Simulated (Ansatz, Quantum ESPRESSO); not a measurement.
## Code comparison for SrC2 (C2/c, 6 atoms in the cell)

Zone-centre phonon calculation.

```
SrC2
1.0
    3.52913    -2.21584     0.00000
    3.52913     2.21584     0.00000
   -2.38547     0.00000     7.41439
Sr C
2 4
Direct
  0.17883   0.82117   0.75000
  0.82117   0.17883   0.25000
  0.42227   0.12839   0.55761
  0.57773   0.87161   0.44239
  0.87161   0.57773   0.94239
  0.12839   0.42227   0.05761
```

Shared settings, as Ansatz (a first-principles code) writes them: kpoints.mp_grid.grid = 6 6 3; scf.occupations.method = fixed. Potentials and cutoffs stand in the table.

| code | model | highest zone-centre frequency, without LO-TO term (cm⁻¹) | mean ε∞ at this mesh | cutoff |
|---|---|---|---|---|
| Quantum ESPRESSO | LDA (PZ), GBRV 1.5 ultrasoft (LDA) pseudopotentials | 1910 | 3.61 | 40 Ry |
| Ansatz | LDA (PW92), PAW files made with PBE | 1884 | 3.61 | default |

The spread over the programs that give each value: highest zone-centre frequency, without LO-TO term within 26.0 cm⁻¹; mean ε∞ at this mesh within 0.00 .

The same LDA comes in different parametrisations, which differ slightly.

The starting cell comes from a database of computed structures (which also holds hypothetical and non-ambient phases and stackings), without a prior relaxation at this level.

Keys are those of Ansatz 0.2.
